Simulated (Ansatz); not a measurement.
The starting structures come from a database of crystals and need not be the phases stable at ambient conditions.

Consider the following.

```
MgAs2Ge
1.0
    6.97088     0.00000     0.00000
    1.87688     6.71346     0.00000
    2.54700    -3.35673     4.21365
Mg Ge As
2 2 4
Direct
  0.25000   0.25000   0.50000
  0.00000   0.00000   0.00000
  0.50000   0.50000   0.00000
  0.75000   0.75000   0.50000
  0.12500   0.62500   0.02490
  0.39990   0.85010   0.47510
  0.62500   0.12500   0.97510
  0.85010   0.39990   0.52490
```

Space group of this cell: I-42d, chalcopyrite. The cell is taken as given.

Transport runs along the normal of the first two printed cell vectors, the (110) plane of the conventional cell.

The gap is the functional's own. No spin-orbit coupling. Mid-gap values are interpolated on the energy grid.

Problem. Estimate the band gap and the smallest decay constant κ at mid-gap that r2SCAN (Ansatz, a quantum-chemistry and plane-wave program) returns for this system.

Solution. Gap 1.22 eV on a 8×8×8 mesh; κ = 0.095 1/Å, at the zone centre.
